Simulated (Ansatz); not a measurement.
The reference is BeS in the wurtzite structure (space group P6_3mc, No. 186; a = 3.439 Å, c = 5.667 Å; a hypothetical phase, not in the database extracts checked).

(Cell as relaxed with PBE.)

Levels (all Ansatz, an electronic-structure program, PAW): PBE (420 eV, no SOC); PBEsol (420 eV, spin-orbit coupling left out).

Each level relaxes its own structure.

```json
[
 {"quantity": "volume per atom", "PBE": "14.51 Å³", "PBEsol": "___"},
 {"quantity": "lattice parameter a", "PBE": "3.439 Å", "PBEsol": "___"},
 {"quantity": "lattice parameter c", "PBE": "5.667 Å", "PBEsol": "___"},
 {"quantity": "band gap", "PBE": "3.71 eV", "PBEsol": "___"},
 {"quantity": "gap character", "PBE": "indirect, Γ → K", "PBEsol": "___"},
 {"quantity": "electron mass", "PBE": "0.30 mₑ along c, 0.51 mₑ across", "PBEsol": "___"}
]
```

**Question.** Given the PBE results, estimate those of PBEsol.

**Answer.** 
- volume per atom, PBEsol: 14.18 Å³
- lattice parameter a, PBEsol: 3.412 Å
- lattice parameter c, PBEsol: 5.625 Å
- band gap, PBEsol: 3.44 eV
- gap character, PBEsol: indirect, Γ → K
- electron mass, PBEsol: 0.30 mₑ along c, 0.51 mₑ across

PBE's volume per atom lies 0.338 Å³ above PBEsol's (2.4 %); PBE's lattice parameter a lies 0.0275 Å above PBEsol's (0.8 %); PBE's lattice parameter c lies 0.042 Å above PBEsol's (0.8 %); PBE's band gap lies 0.27 eV above PBEsol's; the two agree on the gap character and electron mass. Neither level is exact; PBEsol is the comparison here, not a measurement.

Effective masses come from finite differences of ±0.01 Å⁻¹. Stability against distortions was not tested.
